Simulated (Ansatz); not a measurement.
Cubic perovskite BaHfO3 was calculated with RPBE (plane waves, PAW; Ansatz, a program for electronic structure).

Input:

Ansatz 0.2 input:
```yaml
crystal:
  lattice:
    - [4.2413326802, 0.0, 0.0]
    - [0.0, 4.2413326802, 0.0]
    - [0.0, 0.0, 4.2413326802]
  atoms:
    - { symbol: Ba, position: [0.0, 0.0, 0.0] }
    - { symbol: Hf, position: [0.5, 0.5, 0.5] }
    - { symbol: O, position: [0.5, 0.0, 0.5] }
    - { symbol: O, position: [0.0, 0.5, 0.5] }
    - { symbol: O, position: [0.5, 0.5, 0.0] }
basis:
  ecutwfc: 520
  ecutrho_ratio: 4
  xc_grid: 2
kpoints:
  mp_grid: { grid: [8, 8, 8] }
hamiltonian:
  xc: rpbe
  dispersion: none
  pseudopotentials: { kind: paw }
scf:
  occupations: { method: fermi_dirac, width: 0.01 }
  convergence: { dr2_threshold: 0.0000000005 }
output:
  forces: true
  stress: true
  eigenvalues: true
```

The run printed, among other lines:

```
Crystal: 5 atoms, lattice volume = 76.297 Å³
Basis set: ecut = 520 eV, 2103 PW (Γ), exchange–correlation on 64×64×64 points (8 copies of the dense FFT grid, shifted against one another)
Bands: 33, of which v1, the nominal top of the filled ones, is band 27 counted from 1 (26 counted from 0)
Symmetry: 48 space group operations
Space group: Pm-3m (ITA 221), of the structure as read, at distance tolerance 4.2e-5 Å
k-points: 35 of 512
Functional: x = rpbe, c = pbe(β = 0.06672455060314922)
SCF iter   1: F=—  HF=-23409.537525 eV  |F-HF|=—  |Δ(HF+E_count)|=         —  Δρ=3.76e-3  dr2=1.06e-2
SCF iter   2: F=—  HF=-23409.537658 eV  |F-HF|=—  |Δ(HF+E_count)|=   1.33e-4  Δρ=2.10e-3  dr2=1.42e-3
  ...
SCF iter   8: F=—  HF=-23409.537495 eV  |F-HF|=—  |Δ(HF+E_count)|=   1.21e-7  Δρ=2.36e-6  dr2=4.89e-9
SCF iter   9: F=-23409.537495 eV  HF=-23409.537495 eV  |F-HF|=1.31e-10  |Δ(HF+E_count)|=   1.01e-8  Δρ=4.84e-7  dr2=1.05e-10
SCF 1 converged in 9 iterations: F = -23409.537495 eV  dr2 = 1.05e-10
SCF converged after 9 iterations
Free energy (F): -23409.537495 eV
Internal energy: -23409.537495 eV  (E = F + TS)
E sigma→0 (E₀):  -23409.537495 eV
Fermi energy:    12.855949 eV
--- Forces (eV/Å), atoms counted from 1 ---
  atom   1  Ba    -0.00000000     0.00000000     0.00000000
  atom   2  Hf     0.00000000    -0.00000000     0.00000000
  atom   3  O      0.00000000    -0.00000000    -0.00000000
  atom   4  O      0.00000000     0.00000000     0.00000000
  atom   5  O     -0.00000000    -0.00000000    -0.00000000
--- Stress (GPa, compression-positive) ---
       -0.008606       0.000000       0.000000
        0.000000      -0.008606       0.000000
        0.000000       0.000000      -0.008606
  P = ⅓ Tr σ = -0.0086 GPa (-0.086 kbar)
```

The PAW data were made under PBE.
